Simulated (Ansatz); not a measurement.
## Ge3N4: pressure series

Consider Ge₃N₄ (space group P6_3/m, No. 176; a = 8.057 Å, c = 3.085 Å).

Cell and atoms are relaxed at each pressure.

All numbers come from PBEsol in Ansatz (plane waves to 420 eV, PAW, no SOC).

Candidates:
(a) pressure 3 GPa
(b) pressure −2 GPa
(c) pressure 10 GPa
(d) pressure −1 GPa

Before the change:

```
Item       Result
--------  -------
Band gap  2.09 eV
```

### Question
Order them by band gap, highest first.

### Answer
(c) pressure 10 GPa (2.60 eV), (a) pressure 3 GPa (2.25 eV), (d) pressure −1 GPa (2.03 eV), (b) pressure −2 GPa (1.97 eV)

Load acts through the strain it causes; cell and atoms are relaxed under it. Whether these cells are dynamically stable was not tested. No other phases were tried under pressure.

Ansatz is a quantum-chemistry and plane-wave program.
